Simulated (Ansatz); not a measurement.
# NbP, pressure series

Take NbP (space group I4_1md, No. 109; a = 3.320 Å, c = 11.288 Å) as the base.

Cell and atoms are relaxed at each pressure.

Level of theory: PBEsol (Ansatz, an electronic-structure program, PAW, no spin-orbit coupling).

Notes on the quantities. enthalpy: H = E + PV relative to the base's energy.

```csv
change,shortest interatomic distance,enthalpy,c/a ratio
base,4.759 bohr,–,3.399
pressure −1 GPa,4.767 bohr,-0.10 eV/atom,3.403
pressure 3 GPa,4.736 bohr,+0.29 eV/atom,3.390
pressure 7 GPa,4.708 bohr,+0.67 eV/atom,3.378
pressure 15 GPa,___,+1.41 eV/atom,___
pressure 30 GPa,4.582 bohr,+2.74 eV/atom,3.318
pressure 50 GPa,4.504 bohr,+4.41 eV/atom,3.272
pressure 75 GPa,4.427 bohr,+6.39 eV/atom,3.221
pressure 100 GPa,4.357 bohr,+8.26 eV/atom,3.174
```

Question: Fill in the withheld entries from the trend.

Answer: 
- pressure 15 GPa, shortest interatomic distance: 4.658 bohr
- pressure 15 GPa, c/a ratio: 3.356

Load acts through the strain it causes; cell and atoms are relaxed under it. Stability against distortions was not tested. Competing high-pressure phases were not computed. The final runs are not spin-polarised.
